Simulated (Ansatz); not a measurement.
# A computed series for hypothetical rock salt BeTe: pressure series

Consider BeTe in the rock salt structure (space group Fm-3m, No. 225; a hypothetical phase, not in the database extracts checked).

```
BeTe
1.0
    0.00000     2.68504     2.68504
    2.68504     0.00000     2.68504
    2.68504     2.68504     0.00000
Te Be
1 1
Direct
  0.00000   0.00000   0.00000
  0.50000   0.50000   0.50000
```

Cell and atoms are relaxed at each pressure.

Level of theory: r2SCAN (Ansatz, a program for electronic structure; PAW; 500 eV plane waves; no SOC).

```csv
P (GPa),V (Å³/atom)
-2.00,19.975
-1.00,19.654
2.99,18.589
7.00,17.753
15.00,16.497
29.99,14.911
49.99,13.530
74.99,12.357
99.99,11.506
```

Problem. Fit a third-order Birch–Murnaghan equation of state.

Solution. Least squares on P(V) = (3B₀/2)[(V₀/V)^(7/3) − (V₀/V)^(5/3)]·[1 + (3/4)(B₀′ − 4)((V₀/V)^(2/3) − 1)] gives V₀ = 19.35 Å³/atom, B₀ = 69 GPa and B₀′ = 3.9.

Load acts through the strain it causes; cell and atoms are relaxed under it. Whether these cells are dynamically stable was not tested. Competing high-pressure phases were not computed. All final runs are without spin polarisation.
